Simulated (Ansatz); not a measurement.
Start from BaTiO3 (space group P4mm, No. 99; a = 3.9728 Å, c = 4.1123 Å).

Modification: hydrostatic tension (pressure −2 GPa).

Levels (all Ansatz, an electronic-structure program, PAW, earlier PAW set): r2SCAN (500 eV, spin-orbit coupling left out); HSE06 (420 eV, no spin-orbit coupling).

The geometry is relaxed with r2SCAN.

| Quantity | Value |
|---|---|
| r2SCAN lowest conduction level above the VBM at special points | Γ 2.22 eV; Z 2.31 eV; X 2.87 eV |

**Question.** How does going to HSE06 change the lowest conduction level above the VBM at special points?

**Answer.** The lowest conduction level above the VBM at special points changes from Γ 2.22 eV; Z 2.31 eV; X 2.87 eV to Γ 3.31 eV; Z 3.42 eV; X 4.00 eV.

Single points use the geometry relaxed with r2SCAN. Their cutoffs differ, which shifts pressures a little. HSE06 was sampled on its mesh, a few special points and the semilocal edge points, so its gap is an upper bound. The levels and masses belong to the bands next to the band gap. Load acts through the strain it causes; cell and atoms are relaxed under it. No phonon test of stability was made. All final runs are without spin polarisation.
